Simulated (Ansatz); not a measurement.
Structures of equal composition on the (110) surface of bcc Nb: a layer of Sn in place of the second plane; a layer of Sn in place of the third plane. The slabs share one bottom face, and each structure is named by its start. These are constructed structures in small cells; real faces may alloy, dewet or reconstruct in larger ones, and not all known structures of the face are among them. Slabs of about 12 Å with all that they carry, Fermi-Dirac smearing of 0.1 eV. Bottom of the slabs: a bare face, its two planes held. Relaxed from the named starts with such symmetry as they have, on meshes of like density; energies extrapolated to zero smearing; no spin-orbit coupling, no U. Spin-polarised runs, if any, are marked in brackets, and their order is one that fits the cell; the others ran without spin.

All values below come from PBE (plane waves to 420 eV, PAW; Ansatz, a quantum-chemistry and plane-wave program).

Question: Order them by energy per 1x1 cell (lowest first) at the level PBE.

Answer: a layer of Sn in place of the third plane (0.000 eV), a layer of Sn in place of the second plane (0.377 eV)
